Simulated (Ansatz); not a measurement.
H2O on the (0001) surface of wurtzite GaN (2x2 N adatom at H3; a constructed slab, bottom: 3 H on 4 bottom sites), one in a cell of 36 Å², energies for each. Energies are against H2O(g), without zero-point or thermal terms; each row is named by its start (#2, #3: further inequivalent places of a kind).

Host crystal: wurtzite GaN, with a band gap (PBE, scalar-relativistic without spin-orbit coupling).

All values below come from PBE (plane waves to 420 eV, PAW; Ansatz, a program for electronic structure).

Model: 47-atom slab, 13.4 Å thick at the start with caps and adatoms under the adsorbate (thin: gaps and levels are the slab's own), 4x4x1 mesh, Fermi-Dirac 0.01 eV, dipole correction, 23 atoms held, the rest relaxed; each run with such symmetry as its start has; no spin, no spin-orbit, no U, no dispersion correction.

A negative adsorption energy means that the adsorbate is more stable on the surface than in its reference. Starts that drift may end in the same place. Heights count from the host atoms within 0.3 Å of the top one.

```tsv
starting site	E_ads (eV)	height (Å)	nearest host atom (Å)	bonded to	change of the vacuum step (eV)	lateral drift (Å)
top N	-0.95	0.50	Ga 2.17	Ga	-1.49	2.9
over Ga at depth 1.1 Å (the adsorbate came apart)	-2.93	0.50	Ga 1.86	Ga + N	-1.40	3.0
over Ga at depth 1.1 Å #2 (the adsorbate came apart)	-2.17	0.51	Ga 1.84	Ga + N	-0.17	0.2
hollow N-N-N over Ga at depth 1.8 Å	-0.95	0.51	Ga 2.17	Ga	-1.49	0.8
```
